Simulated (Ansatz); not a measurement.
# Several settings converged on Ge2Mo (I4/mmm, 3 atoms in the cell)

```
CELL_PARAMETERS angstrom
     -1.66840     1.66840     4.11366
      1.66840    -1.66840     4.11366
      1.66840     1.66840    -4.11366
ATOMIC_POSITIONS crystal
  Ge 0.66167 0.66167 0.00000
  Ge 0.33833 0.33833 0.00000
  Mo 0.00000 0.00000 0.00000
```

Base method: LDA (PW92), default PAW files made with PBE (plane waves; Ansatz, an electronic-structure program).

Base settings: basis.ecutwfc = 30.9 Ry; kpoints.mp_grid.grid = 14 14 14; hamiltonian.xc = lda; hamiltonian.pseudopotentials = {kind: paw} (the program's default PAW files); scf.occupations.method = gaussian; scf.occupations.width = 0.0073 Ry.

**Zone-centre phonons against the cutoff**

In this ladder: phonons.method = dfpt.

The mesh stays at the base's, so the ladder's end is converged at best in this setting alone.

Frequencies are those of the unrelaxed cell, without the LO-TO term of polar crystals.

Only quantities that move along the ladder and can be compared are tabulated.

| basis.ecutwfc | highest zone-centre frequency (cm⁻¹) | lowest optical frequency (cm⁻¹) |
|---|---|---|
| 15.4 Ry | 281.1 | 148.2 |
| 18.4 Ry | 226.5 | 152.3 |
| 21.7 Ry | 252.1 | 174.5 |
| 30.9 Ry | 250.0 | 170.4 |
| 46.3 Ry | 250.0 | 170.4 |

Coarsest basis.ecutwfc that holds the lowest optical frequency within 10 cm⁻¹ of the last step, with all finer ones: 21.7 Ry; the step before is off by 18 cm⁻¹.

Coarsest basis.ecutwfc that holds the highest zone-centre frequency within 1 cm⁻¹ of the last step, with all finer ones: 30.9 Ry; the step before is off by 2.1 cm⁻¹.

**The force threshold of a relaxation**

On Ge2Mo (I4mm, 3 atoms in the cell): one atom moved by 0.15 angstrom.

In this ladder: relax = atoms.

The mesh stays at the base's, so the ladder's end is converged at best in this setting alone.

Only quantities that move along the ladder and can be compared are tabulated.

```tsv
relax.f_tol	largest force left (eV/Å)	relaxation steps
0.2 eV/Å	0.0169	3
0.05 eV/Å	0.0170	4
0.02 eV/Å	0.0170	4
0.005 eV/Å	0.0004	5
0.001 eV/Å	0.0004	6
```

Coarsest relax.f_tol that holds the largest force left within 0.01 eV/Å of the last step, with all finer ones: 0.005 eV/Å; the step before is off by 0.017 eV/Å.

**Zone-centre phonons against the mesh**

In this ladder: phonons.method = dfpt.

Frequencies are those of the unrelaxed cell, without the LO-TO term of polar crystals.

Only quantities that move along the ladder and can be compared are tabulated.

```csv
kpoints.mp_grid.grid,highest zone-centre frequency (cm⁻¹),lowest optical frequency (cm⁻¹)
4 4 4,258.6,174.6
6 6 6,256.9,171.9
9 9 9,244.5,170.0
13 13 13,252.0,170.3
```

Coarsest kpoints.mp_grid.grid that holds the lowest optical frequency within 2 cm⁻¹ of the last step, with all finer ones: 6 6 6; the step before is off by 4.2 cm⁻¹.

Coarsest kpoints.mp_grid.grid that holds the highest zone-centre frequency within 2 cm⁻¹: not settled: the last two steps still differ by 7.5 cm⁻¹, over half the tolerance, so the ladder does not show it.

On the base run: the starting cell comes from a database of computed structures (which also holds hypothetical and non-ambient phases and stackings), without a prior relaxation at this level. Its lattice was rescaled by up to half a per cent. Spin polarisation is off. In the base run, with a pressure of about -8 GPa the cell is away from its equilibrium volume at this level.

Left out of this page: 1 run of the series stopped by limits of time or memory.

Keys are those of Ansatz 0.2.
